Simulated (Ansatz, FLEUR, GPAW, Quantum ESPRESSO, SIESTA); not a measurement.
# One structure in several programs: CoPdO2 (R-3m, 4 atoms in the cell)

Self-consistent single point.

```
CELL_PARAMETERS angstrom
      1.39633     0.80617     5.81061
     -1.39633     0.80617     5.81061
      0.00000    -1.61234     5.81061
ATOMIC_POSITIONS crystal
  Co 0.50000 0.50000 0.50000
  Pd 0.00000 0.00000 0.00000
  O  0.88753 0.88753 0.88753
  O  0.11247 0.11247 0.11247
```
Moments meant for the start (each program seeds them in its own way; μB, in the order of the atoms Co Pd O O): 3.0 0.0 0.0 0.0.

All programs got the same cell, k-point mesh and kind of occupations, and the same starting moments (in Ansatz's words: kpoints.mp_grid.grid = 9 9 9; magnetization.spin_polarized = true; scf.occupations.method = fermi_dirac; scf.occupations.width = 0.1 eV); potentials, basis and cutoffs are each program's usual ones.

```csv
code,model,pressure (GPa),largest force (eV/Å),k-points,cutoff
SIESTA,"GGA PBE, numerical atomic orbitals TZP, PseudoDojo PBE standard norm-conserving potentials (rewritten from UPF to PSML)",17.80,0.055,365,grid 400 Ry
FLEUR,"PBE, all-electron FLAPW (FLEUR), scalar-relativistic valence",–,0.005,85,Kmax 4.7 1/bohr
Quantum ESPRESSO,"PBE, PSlibrary PAW (PBE) pseudopotentials",19.33,0.005,85,55 Ry
Ansatz,"PBE, PAW files",17.77,0.108,85,default
GPAW,"PBE, GPAW PAW datasets PBE (gpaw-data 1.0.1)",–,0.206,85,950 eV
```

A dash marks a value that a program does not give, or that is left out as unsure.

The spread over the programs that give each value: pressure within 1.56 GPa; largest force within 0.201 eV/Å.

The starting cell comes from a database of computed structures (which also holds hypothetical and non-ambient phases and stackings), without a prior relaxation at this level. Its lattice was rescaled by a random factor within 2.5 % of one. On Ansatz's run: The starting moments vanished: the run ended non-magnetic, which need not be the lowest state. The program warned that a starting moment was not kept. In the base run, with a pressure of about 18 GPa the cell is away from its equilibrium volume at this level.

### Question
Why do the programs differ, and what cannot be compared?

### Answer
Differences of this kind can come from the potentials, where these differ, and from what each basis and cutoff leave unconverged. The valence holds different numbers of electrons (SIESTA 47, FLEUR 43, Quantum ESPRESSO 31, Ansatz (a quantum-chemistry and plane-wave program) 47, GPAW 37). The zero of total energies and Fermi levels follows the potentials and each program's conventions, so they are not compared here. SIESTA uses small atom-centred bases, whose incompleteness enters pressures, forces and empty levels differently from a plane-wave cutoff. FLEUR treats all electrons, but the usual bases taken here (sphere radii, linearisation, local orbitals, empty states) were not tested for convergence, so the values are no reference for the others. Ansatz's pressure is given at a fixed set of plane waves, as the other plane-wave codes print theirs; with its correction for the finite basis it is 18.22 GPa (the shift of 0.46 GPa shows how far the cutoff is from converged). The pressure of GPAW is left out: its cutoff lies under the one at which its stress was checked. The programs reduce the same mesh by symmetry to different extents, which changes the work and not the result.

Left out of this page: ABINIT (stopped by limits of time or memory).

Keys are those of Ansatz 0.2.
